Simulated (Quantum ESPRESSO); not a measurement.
Variants of one calculation on Fe (Im-3m, 1 atom in the cell)

```
CELL_PARAMETERS angstrom
      1.45299     1.45299     1.45299
     -1.45299     1.45299     1.45299
     -1.45299    -1.45299     1.45299
ATOMIC_POSITIONS crystal
  Fe 0.00000 0.00000 0.00000
```
Moments meant for the start (each program seeds them in its own way; μB, in the order of the atoms Fe): 4.0.

Base run A: PBE, PSlibrary PAW (PBE) pseudopotentials in Quantum ESPRESSO, self-consistent single point.

Its settings: ecutwfc = 55 Ry; ecutrho = 330 Ry; occupations = smearing; smearing = fd; degauss = 0.0073499 Ry; nspin = 2; potentials = {Fe: Fe.pbe-n-kjpaw_psl.1.0.0.UPF}; K_POINTS = automatic 13 13 13 0 0 0; conv_thr = 1e-09 Ry; mixing_beta = 0.3.

The starting cell comes from a database of computed structures (which also holds hypothetical and non-ambient phases and stackings), without a prior relaxation at this level. Its lattice was rescaled by a random factor within 2.5 % of one. With one magnetic atom in the cell only a parallel order is possible. In the base run, with a pressure of about -11 GPa the cell is away from its equilibrium volume at this level.

ΔF is the free energy per atom less that of run A. A dash stands where there is no value to compare (another energy zero or no entropy term, no result, no spin, no clean gap, or a mesh too coarse for one). Total energies depend on the potentials, the functional and any Hubbard or dispersion term, so they are compared only between runs that share all of them.

Runs:
- B: 2 x 1 x 1 supercell, mesh divided and rounded up; K_POINTS: automatic 13 13 13 0 0 0 → automatic 7 13 13 0 0 0
- C: nosym: default → true
- D: non-collinear run, moments along x (4 μB); nspin: 2 → default; noncolin: default → true; angle1(1): default → 90; angle2(1): default → -180
- E: lattice scaled by 1.015
- F: degauss: 0.0073499 Ry → 0.02205 Ry; K_POINTS: automatic 13 13 13 0 0 0 → automatic 9 9 9 0 0 0
- G: ecutwfc: 55 Ry → 33 Ry; ecutrho: 330 Ry → 198 Ry
- H: vdw_corr: default → grimme-d2 [PBE-D2]
- I: nbnd: default → 68
- J: diago_david_ndim: default → 3
- K: mixing_ndim: default → 4
- L: mixing_beta: 0.3 → 0.8
- M: use_all_frac: default → true

| run | ΔF (meV/atom) | pressure (GPa) | size of the net moment (μB/atom) | k-points | valence electrons |
|---|---|---|---|---|---|
| A | 0.00 | -11.36 | 2.33 | 84 | 8 |
| B | -1.21 | -11.43 | 2.33 | 322 | 16 |
| C | 0.00 | -11.32 | 2.33 | 1099 | 8 |
| D | 0.00 | -11.33 | 2.33 | 196 | 8 |
| E | 44.3 | -14.24 | 2.51 | 84 | 8 |
| F | -149.0 | -10.56 | 2.25 | 35 | 8 |
| G | 52.8 | -13.15 | 2.33 | 84 | 8 |
| H | – | -14.42 | 2.33 | 84 | 8 |
| I | 0.00 | -11.30 | 2.33 | 84 | 8 |
| J | 0.00 | -11.31 | 2.33 | 84 | 8 |
| K | 0.00 | -11.33 | 2.33 | 84 | 8 |
| L | 0.00 | -11.35 | 2.33 | 84 | 8 |
| M | 0.00 | -11.36 | 2.33 | 84 | 8 |

Run E against A: The free energy rises by 44.3 meV/atom, the pressure goes from -11.36 to -14.24 GPa and the size of the net moment goes from 2.33 to 2.51 μB/atom.

Run B against A: The free energy goes down by 1.2 meV/atom, the pressure moves little (-11.36 to -11.43 GPa) and the size of the net moment stays at 2.33 μB/atom.

Run F against A: The free energy drops by 149 meV/atom, the pressure goes from -11.36 to -10.56 GPa and the size of the net moment goes from 2.33 to 2.25 μB/atom.
